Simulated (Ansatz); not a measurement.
AlP (P6₃mc, No. 186, 4 atoms in the cell; start mp-8880; a measured phase of this formula has another space group) was calculated with HSE06 in Ansatz (PAW).

Settings: plane-wave cutoff 520 eV, 6×6×4 k mesh (along the axes of the cell as run), scalar-relativistic PAW data made under PBE.

Computed at the level's own relaxed cell.

Hill averages of the elastic tensor: K = 90.7 GPa, G = 49.5 GPa. Volume 20.531 Å³/atom, mean atomic mass 28.978 u.

**Question.** Work out the density, the sound velocities of a polycrystal and the elastic Debye temperature at this level.

**Answer.** ρ = 1.66054 × 28.978/20.531 = 2.344 g/cm³. v_l = √[(K + 4G/3)/ρ] = 8.176 km/s and v_t = √(G/ρ) = 4.595 km/s. The mean follows from 3/v_m³ = 1/v_l³ + 2/v_t³: v_m = 5.113 km/s. Θ_D = (ħ/k_B) v_m (6π²/V)^(1/3) = 76.38 K Å s/km × 5.113 × 1.4235 Å⁻¹ = 556 K, counting all atoms of the cell.

Note: the relaxation could not lower the start's symmetry, so the cell can be a saddle point above a distorted one.

A start named mp-… is a Materials Project structure, which need not be a measured phase.

Ansatz is an electronic-structure program.
